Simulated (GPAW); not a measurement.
```xyz
3
Lattice="-1.8698 1.8698 3.1495 1.8698 -1.8698 3.1495 1.8698 1.8698 -3.1495" Properties=species:S:1:pos:R:3 pbc="T T T"
Yb     0.0000     0.0000     0.0000
C      0.0000     0.0000     3.7673
C      0.0000     0.0000     2.5317
```

Level of theory: LDA (Perdew-Wang 92), GPAW PAW datasets LDA (gpaw-data 1.0.1) (plane waves; GPAW 25.7.0).

The set-up and first iterations of a GPAW log for YbC2 (I4/mmm, 3 atoms in the cell):

```
Input parameters:
  convergence: {bands: -2,
                density: 1e-05,
                energy: 1e-05}
  kpts: {gamma: True,
         size: (8, 8, 8)}
  maxiter: 120
  mode: {ecut: 950,
         name: pw}
  nbands: -4
  occupations: {name: fermi-dirac,
                width: 0.01}
  symmetry: {symmorphic: False,
             tolerance: 0.0005}

species:
  Yb:
    name: Ytterbium
    Z: 70.0
    valence: 24
    core: 46
    charge: 0.0
    file: Yb.LDA.gz

    # Using partial waves for Yb as LCAO basis

  C:
    name: Carbon
    Z: 6.0
    valence: 4
    core: 2
    charge: 0.0
    file: C.LDA.gz

    # Using partial waves for C as LCAO basis

Reference energy: -384388.035274  # eV

Spin-paired calculation

Convergence criteria:
 Maximum [total energy] change in last 3 cyles: 1e-05 eV / valence electron
 Maximum integral of absolute [dens]ity change: 1e-05 electrons / valence electron
   [... lines left out ...]
  Pulay-stress correction: 0.000000 eV/Ang^3 (de/decut=0.000000)

Occupation numbers: Fermi-Dirac:
  width: 0.0100  # eV

Eigensolver

Densities:
  Coarse grid: 30*30*30 grid
  Fine grid: 60*60*60 grid
  Total Charge: 0.000000

Density mixing:
  Method: separate
  Backend: pulay
  Linear mixing parameter: 0.05
  old densities: 5
  Damping of long wavelength oscillations: 50

Hamiltonian:
  XC and Coulomb potentials evaluated on a 60*60*60 grid
  External potential:
    NoExternalPotential

Number of atoms: 3
Number of atomic orbitals: 28
Number of bands in calculation: 20
Number of valence electrons: 32
Bands to converge: 18

Density initialized from atomic densities
  20 bands from LCAO basis set

Atomic positions and initial magnetic moments

Positions:
   0 Yb     0.000000    0.000000    0.000000    ( 0.0000,  0.0000,  0.0000)
   1 C     -0.000000    0.000000    3.767323    ( 0.0000,  0.0000,  0.0000)
   2 C      0.000000   -0.000000    2.531705    ( 0.0000,  0.0000,  0.0000)

Unit cell:
           periodic     x           y           z      points  spacing
  1. axis:    yes   -1.869766    1.869766    3.149514    30     0.1072
  2. axis:    yes    1.869766   -1.869766    3.149514    30     0.1072
  3. axis:    yes    1.869766    1.869766   -3.149514    30     0.0881

  Lengths:   4.112358   4.112358   4.112358
  Angles:  125.912587 125.912587  80.031857

Effective grid spacing dv^(1/3) = 0.1177
     iter     time        total  log10-change:
                         energy   eigst   dens
iter:   1 --:--:--   -35.798582   +0.55
iter:   2 --:--:--   -23.850825   -0.07  -0.89
iter:   3 --:--:--   -23.415429   -0.91  -1.19
iter:   4 --:--:--   -23.129640   -0.30  -1.24
iter:   5 --:--:--   -22.251025   -1.13  -1.39
```

Will this run converge, and how will it end?

The run converged in 33 iterations. Its thresholds were met; that alone does not show that basis and mesh suffice. It ends on: free energy E − TS (from the program's reference atoms) -22.0032 eV; Fermi level (on the code's own zero) 7.08 eV; largest force (vector length) 3.048 eV/Å. The log goes on:

```
   [... 10 lines left out ...]
iter:  16 --:--:--   -22.007061   -4.35  -2.55
iter:  17 --:--:--   -22.006996   -4.56  -2.68
iter:  18 --:--:--   -22.002737   -3.58  -2.70
iter:  19 --:--:--   -22.002652   -4.31  -3.12
iter:  20 --:--:--   -22.002590c  -4.43  -3.17
iter:  21 --:--:--   -22.002565c  -5.14  -3.51
iter:  22 --:--:--   -22.002556c  -5.20  -3.61
iter:  23 --:--:--   -22.002563c  -5.46  -3.74
iter:  24 --:--:--   -22.002562c  -6.04  -3.80
iter:  25 --:--:--   -22.002566c  -5.96  -3.88
iter:  26 --:--:--   -22.002560c  -6.29  -3.91
iter:  27 --:--:--   -22.002535c  -6.15  -3.96
iter:  28 --:--:--   -22.002538c  -6.56  -4.35
iter:  29 --:--:--   -22.002540c  -7.89c -4.68
iter:  30 --:--:--   -22.002545c  -7.63c -4.76
iter:  31 --:--:--   -22.002546c  -8.23c -4.86
iter:  32 --:--:--   -22.002546c  -7.93c -4.89
iter:  33 --:--:--   -22.002546c  -7.88c -5.01c
Converged after 33 iterations.

Dipole moment: (-0.000000, -0.000000, 0.000000) |e|*Ang

Energy contributions relative to reference atoms: (reference = -384388.035274)

Kinetic:        -29.682986
Potential:      +25.686719
External:        +0.000000
XC:             -18.537829
Entropy (-ST):   -0.001350
Local:           +0.532225
SIC:             +0.000000
--------------------------
Free energy:    -22.003221
Extrapolated:   -22.002546

Showing only first 2 kpts
 Kpt  Band  Eigenvalues  Occupancy
  0    14      7.12603    0.01905
  0    15      7.12603    0.01905
  0    16      8.15698    0.00000
  0    17      8.15698    0.00000

  1    14      7.02794    1.98865
  1    15      7.04719    1.92464
  1    16      7.72749    0.00000
  1    17      9.03543    0.00000

Fermi level: 7.07959

No gap
No difference between direct/indirect transitions
Energy (eV): -22.002546

Forces in eV/Ang:
  0 Yb    0.00000    0.00000    0.00000
  1 C     0.00000   -0.00000    3.04828
  2 C     0.00000   -0.00000   -3.04828

Stress tensor:
     0.047179    -0.000000     0.000000
    -0.000000     0.047179     0.000000
     0.000000     0.000000    -0.009641
Stress (GPa, Voigt): [ 7.5589  7.5589 -1.5447  0.      0.     -0.    ]
```

For comparison: a first run was changed to give this one (lattice scaled by 0.98), and from it to this one the free energy goes down by 41.5 meV/atom and the largest force goes from 1.089 to 3.048 eV/Å.

The starting cell comes from a database of computed structures (which also holds hypothetical and non-ambient phases and stackings), without a prior relaxation at this level. For this run, on top of that: lattice scaled by 0.98. Spin-orbit coupling is off. Spin polarisation is off. Forces in this geometry exceed 1 eV/Å.

The run was DFT LDA (Perdew-Wang 92), plane waves, GPAW PAW datasets LDA (gpaw-data 1.0.1). Main settings of its input:

mode: pw
ecut: 950 eV
xc: LDA
kpts: 8 8 8
mesh shift (steps): 0 0 0
occupations.name: fermi-dirac
occupations.width: 0.01 eV
nbands: -4
convergence.density: 1e-05 e/electron
convergence.energy: 1e-05 eV/electron
convergence.bands: -2
symmetry.symmorphic: false
